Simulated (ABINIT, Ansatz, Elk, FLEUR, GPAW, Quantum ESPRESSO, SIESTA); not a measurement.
CoSn (P6/mmm, 6 atoms in the cell) computed with different codes at matched settings

Self-consistent single point, at a second geometry (lattice scaled by 0.98). First geometry:

```yaml
crystal:
  lattice:
    - [5.24761, 0.00000, 0.00000]
    - [-2.62381, 4.54457, 0.00000]
    - [0.00000, 0.00000, 4.18885]
  atoms:
    - { symbol: Co, position: [0.00000, 0.50000, 0.00000] }
    - { symbol: Co, position: [0.50000, 0.00000, 0.00000] }
    - { symbol: Co, position: [0.50000, 0.50000, 0.00000] }
    - { symbol: Sn, position: [0.66667, 0.33333, 0.50000] }
    - { symbol: Sn, position: [0.33333, 0.66667, 0.50000] }
    - { symbol: Sn, position: [0.00000, 0.00000, 0.00000] }
```

Shared settings, as Ansatz (a quantum-chemistry and plane-wave program) writes them: kpoints.mp_grid.grid = 6 6 7; scf.occupations.method = fermi_dirac; scf.occupations.width = 0.1 eV. Potentials and cutoffs stand in the table.

```tsv
code	model	ΔF from the first geometry (meV/atom)	pressure (GPa)	cutoff
Quantum ESPRESSO	PBE, PSlibrary PAW (PBE) pseudopotentials	58.3	13.44	55 Ry
ABINIT	PBE, PAW (JTH v2.0 PBE PAW)	54.0	13.80	816 eV
Ansatz	PBE, PAW files	53.7	14.10	420 eV
GPAW	PBE, GPAW PAW datasets PBE (gpaw-data 1.0.1)	52.8	13.92	850 eV
FLEUR	PBE, all-electron FLAPW (FLEUR), scalar-relativistic valence	52.3	–	Kmax 3.5 1/bohr
SIESTA	GGA PBE, numerical atomic orbitals TZP, PseudoDojo PBE standard norm-conserving potentials (rewritten from UPF to PSML)	54.0	14.40	grid 400 Ry
Elk	PBE, all-electron FP-LAPW, Elk's shipped species files, APW+lo basis with extra local orbitals	53.6	–	rgkmax 8
```

For Quantum ESPRESSO (by 1.5 GPa) the energy change implies a higher mean pressure, against the two pressures, than for the other programs: a sign of finite-basis (Pulay) stress.

A dash marks a value that a program does not give, or that is left out as unsure.

On Ansatz's run: spin polarisation is off.

The spread over the programs that give each value: ΔF from the first geometry within 6.0 meV/atom; pressure within 0.96 GPa.

SIESTA uses small atom-centred bases, whose incompleteness enters pressures, forces and empty levels differently from a plane-wave cutoff. FLEUR and Elk treat all electrons, but the usual bases taken here (sphere radii, linearisation, local orbitals, empty states) were not tested for convergence, so the values are no reference for the others. Ansatz's pressure is given at a fixed set of plane waves, as the other plane-wave codes print theirs; with its correction for the finite basis it is 14.17 GPa.

The starting cell comes from a database of computed structures (which also holds hypothetical and non-ambient phases and stackings), without a prior relaxation at this level. Its lattice was rescaled by a random factor within 2.5 % of one. For this run, on top of that: lattice scaled by 0.98.

Keys are those of Ansatz 0.2.
